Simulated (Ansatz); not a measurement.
The starting structures come from a database of crystals and need not be the phases stable at ambient conditions.

By PBEsol, the system below comes out a metal.

Consider the following.

```xyz
2
Lattice="4.0691 0.0000 0.0000 0.0000 5.7546 0.0000 2.0346 2.8773 2.0346" Properties=species:S:1:pos:R:3 pbc="T T T"
In     0.0000     2.8773     0.0000
As     0.0000     0.0000     0.0000
```

Space group of this cell: Fm-3m, rock salt. The cell is taken as given; by PBEsol its mean pressure is -3.4 GPa.

The current flows along the normal of the first two printed cell vectors, the (110) plane of the conventional cell. No spin-orbit coupling; the value is a mean over 0.1 eV about the Fermi level.

Task: Estimate the ballistic conductance per area that Ansatz (a program for electronic structure) with PBEsol returns for this system.

Result: 0.84 × 10¹⁵ S/m² for both spins.
